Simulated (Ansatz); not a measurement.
System: ZnS (P3m1, No. 156, 36 atoms in the cell; start mp-557175; a measured phase of this formula has another space group). Method: r²SCAN+rVV10 in Ansatz (plane waves, PAW).

Settings: plane-wave cutoff 560 eV, 12×12×1 k mesh (along the axes of the cell as run), Fermi–Dirac smearing 0.01 eV, scalar-relativistic PAW data made under PBE.

Cell (relaxed at this level):

```yaml
crystal:
  lattice:
    - [3.79439, 0.00000, 0.00000]
    - [-1.89719, 3.28604, 0.00000]
    - [0.00000, 0.00000, 55.84033]
  atoms:
    - { symbol: Zn, position: [0.00000, 0.00000, 0.16668] }
    - { symbol: Zn, position: [0.33333, 0.66667, 0.72219] }
    - { symbol: Zn, position: [0.66667, 0.33333, 0.27772] }
    - { symbol: Zn, position: [0.00000, 0.00000, 0.44446] }
    - { symbol: Zn, position: [0.33333, 0.66667, 0.55556] }
    - { symbol: Zn, position: [0.00000, 0.00000, 0.66668] }
    - { symbol: Zn, position: [0.33333, 0.66667, 0.05564] }
    - { symbol: Zn, position: [0.66667, 0.33333, 0.61118] }
    - { symbol: Zn, position: [0.66667, 0.33333, 0.11116] }
    - { symbol: Zn, position: [0.33333, 0.66667, 0.22220] }
    - { symbol: Zn, position: [0.66667, 0.33333, 0.77779] }
    - { symbol: Zn, position: [0.66667, 0.33333, 0.94452] }
    - { symbol: Zn, position: [0.33333, 0.66667, 0.38884] }
    - { symbol: Zn, position: [0.00000, 0.00000, 0.33323] }
    - { symbol: Zn, position: [0.33333, 0.66667, 0.83341] }
    - { symbol: Zn, position: [0.00000, 0.00000, 0.00014] }
    - { symbol: Zn, position: [0.66667, 0.33333, 0.49996] }
    - { symbol: Zn, position: [0.00000, 0.00000, 0.88891] }
    - { symbol: S, position: [0.66667, 0.33333, 0.98622] }
    - { symbol: S, position: [0.33333, 0.66667, 0.43054] }
    - { symbol: S, position: [0.00000, 0.00000, 0.04175] }
    - { symbol: S, position: [0.66667, 0.33333, 0.65279] }
    - { symbol: S, position: [0.66667, 0.33333, 0.15279] }
    - { symbol: S, position: [0.33333, 0.66667, 0.09727] }
    - { symbol: S, position: [0.33333, 0.66667, 0.76381] }
    - { symbol: S, position: [0.00000, 0.00000, 0.70830] }
    - { symbol: S, position: [0.66667, 0.33333, 0.81949] }
    - { symbol: S, position: [0.00000, 0.00000, 0.37485] }
    - { symbol: S, position: [0.66667, 0.33333, 0.31934] }
    - { symbol: S, position: [0.00000, 0.00000, 0.93053] }
    - { symbol: S, position: [0.00000, 0.00000, 0.48607] }
    - { symbol: S, position: [0.33333, 0.66667, 0.26382] }
    - { symbol: S, position: [0.66667, 0.33333, 0.54158] }
    - { symbol: S, position: [0.00000, 0.00000, 0.20831] }
    - { symbol: S, position: [0.33333, 0.66667, 0.87503] }
    - { symbol: S, position: [0.33333, 0.66667, 0.59726] }
```

**Question.** Predict the band gap.

**Answer.** 
band gap: 2.72 eV (direct)

The computed numbers hold no vibrational or temperature effects.

It cost roughly 13 core-minutes of CPU time.

A start named mp-… is a Materials Project structure, which need not be a measured phase.

Ansatz is a first-principles code.
